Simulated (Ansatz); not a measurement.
Input and output of a self-consistent single point for MgO (Fm-3m, 2 atoms in the cell) (Ansatz, a program for electronic structure).

Method: PBE, PAW files (plane waves; Ansatz).

```yaml
crystal:
  lattice:
    - [0.00000, 2.11084, 2.11084]
    - [2.11084, 0.00000, 2.11084]
    - [2.11084, 2.11084, 0.00000]
  atoms:
    - { symbol: Mg, position: [0.00000, 0.00000, 0.00000] }
    - { symbol: O, position: [0.50000, 0.50000, 0.50000] }
```

Reference input (self-consistent single point, DFT, HSE06, plane waves, PAW files made with PBE): basis.ecutwfc = 30.9 Ry; kpoints.mp_grid.grid = 9 9 9; hamiltonian.xc = hse06; hamiltonian.pseudopotentials = {kind: paw} (the program's default PAW files); scf.occupations.method = fixed. This run's input differs from it in these lines:

Ansatz 0.2 input:
```diff
@@ -15,3 +15,3 @@
 hamiltonian:
-  xc: hse06
+  xc: pbe
   pseudopotentials:
```

Log, with long lists cut:

```
SCF iter   1: F=—  HF=-2494.099678 eV  |F-HF|=—  |Δ(HF+E_count)|=         —  Δρ=7.10e-2  dr2=5.03e-1  ethr=3.10e-3  ⟨swp⟩=4.4  Hψ=2268  notcnv=0  defer=42
all-band conjugate gradients solve this SCF's bands
preconditioner: auto → none
SCF iter   2: F=—  HF=-2494.082432 eV  |F-HF|=—  |Δ(HF+E_count)|=   1.72e-2  Δρ=2.81e-2  dr2=8.18e-2  ethr=3.10e-3  ⟨swp⟩=2.9  Hψ=902  notcnv=0  defer=60
SCF iter   3: F=—  HF=-2494.131730 eV  |F-HF|=—  |Δ(HF+E_count)|=   4.93e-2  Δρ=5.11e-3  dr2=2.11e-3  ethr=5.11e-4  ⟨swp⟩=2.8  Hψ=725  notcnv=0  defer=65
SCF iter   4: F=—  HF=-2494.134858 eV  |F-HF|=—  |Δ(HF+E_count)|=   3.13e-3  Δρ=1.69e-3  dr2=4.43e-4  ethr=1.32e-5  ⟨swp⟩=2.0  Hψ=600  notcnv=0  defer=68
SCF iter   5: F=—  HF=-2494.134752 eV  |F-HF|=—  |Δ(HF+E_count)|=   1.06e-4  Δρ=3.67e-4  dr2=1.14e-5  ethr=2.77e-6  ⟨swp⟩=2.0  Hψ=614  notcnv=0  defer=68
SCF iter   6: F=—  HF=-2494.134722 eV  |F-HF|=—  |Δ(HF+E_count)|=   3.04e-5  Δρ=4.31e-5  dr2=1.66e-7  ethr=7.15e-8  ⟨swp⟩=2.2  Hψ=528  notcnv=0
SCF iter   7: F=-2494.134722 eV  HF=-2494.134722 eV  |F-HF|=2.11e-9  |Δ(HF+E_count)|=   7.46e-8  Δρ=4.04e-6  dr2=1.07e-9  ethr=6.25e-10  ⟨swp⟩=6.1  Hψ=1921  notcnv=0
SCF 1 converged in 7 iterations: F = -2494.134722 eV  dr2 = 1.07e-9
Free energy (F): -2494.134722 eV
Internal energy: -2494.134722 eV  (E = F + TS)
E sigma→0 (E₀):  -2494.134722 eV
Fermi energy:    7.972001 eV
--- Forces (eV/Å), atoms counted from 1 ---
  atom   1  Mg    -0.00000000    -0.00000000    -0.00000000
  atom   2  O      0.00000000    -0.00000000     0.00000000
--- Stress (GPa, compression-positive) ---
        3.625787      -0.000000       0.000000
       -0.000000       3.625787       0.000000
        0.000000       0.000000       3.625787
  P = ⅓ Tr σ = 3.6258 GPa (36.258 kbar)
  The stress holds the Pulay correction. Without it, at fixed plane waves, as pw.x and ABINIT print it: P = 3.2694 GPa
```

The run converged in 7 iterations. Against the reference run the pressure goes from -2.28 to 3.63 GPa and the gap on the mesh goes from 6.413 to 4.680 eV.

The starting cell comes from a database of computed structures (which also holds hypothetical and non-ambient phases and stackings), without a prior relaxation at this level. Its lattice was rescaled by a random factor within 2.5 % of one. With a pressure of about 4 GPa the cell is away from its equilibrium volume at this level. Ansatz's pressure includes its estimate of the finite-basis (Pulay) stress.
